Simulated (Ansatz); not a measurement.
**AlP, element substitutions**

The parent structure is AlP in the zinc blende structure (space group F-43m, No. 216).

```
AlP
1.0
    0.00000     2.73525     2.73525
    2.73525     0.00000     2.73525
    2.73525     2.73525     0.00000
P Al
1 1
Cartesian
  1.36763   1.36763   1.36763
  0.00000   0.00000   0.00000
```

Each row replaces one element on all its sites; cell and atoms are relaxed.

Computed with DFT with PBEsol, PAW potentials and a 420 eV plane-wave cutoff in Ansatz (a quantum-chemistry and plane-wave program), without spin-orbit coupling.

Candidates:
(a) Al → Bi
(b) P → Ga
(c) Al → B

Before the change:

| Quantity | Result |
|---|---|
| Volume per atom | 20.46 Å³ |

Question: Order them by volume per atom, lowest first.

Answer: (c) Al → B (11.54 Å³), (b) P → Ga (24.83 Å³), (a) Al → Bi (32.86 Å³)

Whether these cells are dynamically stable was not tested. As relaxed here, BiP and AlGa are hypothetical phases, not in the database extracts checked. All final runs are without spin polarisation.
